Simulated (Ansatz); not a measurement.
A HfO2 chain of edge-sharing tetrahedra, stretched and compressed along its axis from its relaxed period of 5.926 Å, atoms relaxed at each length.

Level of theory: PBE+D3(BJ) (plane waves to 420 eV, PAW; Ansatz, a first-principles code). Mesh 1×1×58. No spin polarisation, so a magnetic state wasn't tested. Periodic along z alone, with about 11 Å of vacuum beside it. A hypothetical model. Symmetry and one short period hold its shape; lower forms weren't sought. Pairing along the axis, which can open a gap, is among the distortions not tried. Values not marked SOC lack spin–orbit coupling. Buckling under compression is shut out by symmetry and the short period. Energies are free energies at a Fermi–Dirac width of 0.02 eV, from the unstrained cell.

```
strain (%)  energy (meV a period)  axial force (nN)  PBE gap (eV)
----------  ---------------------  ----------------  ------------
-3.0                         +121             -2.21          4.38
-1.5                          +29             -1.09          4.28
0.0                             0             +0.01          4.17
+1.5                          +31             +1.08          4.05
+3.0                         +119             +2.11          3.91
```

The slope of the force at zero strain is 72 nN.
